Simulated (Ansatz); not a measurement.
## Defect calculation: Cl on the O site in corundum

Method: PBE, PAW (plane waves to 420 eV; Ansatz, an electronic-structure program). A 2×2×1 supercell of 120 sites was used; the energies come from a 2×2×2 Γ-centred sampling of its zone. Site at the start: the O site. Energies of charged states are corrected for periodic images (point charge plus alignment at distant sites). Dielectric constants: PBE linear response of the host. Host gap at this level: 5.85 eV. Finite-size and sampling errors can reach tenths of an eV here. PBE underestimates the host's gap, which shifts levels and can delocalise carriers. Spin–orbit coupling is left out. Each state is the lowest found from its start.

```csv
charge,moment (μB),point group,largest move off a lattice site (Å),image correction with alignment (eV)
+1,not spin-polarised,C2,0.36,0.29
0*,quenched,C2,0.36,–
−1*,not spin-polarised,C2,0.36,–
```

* At this level the carrier isn't localised at the defect: at charge 0 electrons occupy the conduction band; at charge −1 electrons occupy the conduction band. Such a state is shallow or no state of the defect, and this cell gives it no level.

Point groups are those of the whole cell at tolerances of 0.03 and 0.1 Å ("near" where only the looser one holds); none is given for unsettled states.

Starting moments that weren't kept: charge 0 began with 1 μB and ended with 0.0.

Flagged in the runs: a doubtful potential alignment, a host whose relaxation on this sampling wasn't shown to rest.

All states together cost around 80 core-minutes (rough).
